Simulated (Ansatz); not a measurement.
BeTe, response to strain

Take BeTe in the zinc blende structure (space group F-43m, No. 216; a = 5.554 Å) as the base. Axes: x, y, z lie along the cube axes.

Strains are applied to the cell and any free atomic positions relax.

Calculations: LDA (Ansatz, a program for electronic structure; PAW; 420 eV plane waves; no spin-orbit coupling).

Candidates:
(a) tensor shear ε_xy = +1.14 %
(b) tensor shear ε_xy = +2.00 %
(c) tensor shear ε_xy = +1.71 %

Base values:

The band gap is 1.79 eV.

**Question.** Order them by band gap, highest first.

**Answer.** (a) tensor shear ε_xy = +1.14 % (1.66 eV), (c) tensor shear ε_xy = +1.71 % (1.57 eV), (b) tensor shear ε_xy = +2.00 % (1.52 eV)

Spin-orbit coupling, missing from the scalar runs, can matter with Te. Whether these cells are dynamically stable was not tested.
